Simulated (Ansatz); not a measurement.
A computed series for hypothetical rock salt GaAs: point defects

The parent structure is a 16-atom supercell of GaAs in the rock salt structure (space group Fm-3m, No. 225; a = 5.392 Å; a hypothetical phase, not in the database extracts checked) at its relaxed geometry.

One neutral defect a cell, atoms relaxed at fixed cell.

Levels (all Ansatz, a quantum-chemistry and plane-wave program, PAW): PBE (420 eV, no spin-orbit coupling); PBEsol (420 eV, no SOC).

The base cell above is that of PBE; each level relaxes its own structures.

```
case                        pressure, PBE  pressure, PBEsol
--------------------------  -------------  ----------------
Ga on a As site (antisite)        0.8 GPa                 ?
Zn on a Ga site                  -0.5 GPa                 ?
As on a Ga site (antisite)        0.4 GPa           0.5 GPa
```

Task: Some entries are withheld; estimate them.

Result: 
- Ga on a As site (antisite), pressure, PBEsol: 0.6 GPa
- Zn on a Ga site, pressure, PBEsol: -0.6 GPa

The two levels differ by at most about 0.2 GPa. They put the cases in the same order.

The cell is small, so the values are those of an ordered compound at a high defect concentration; dilute-limit values will differ. All final runs are without spin polarisation.
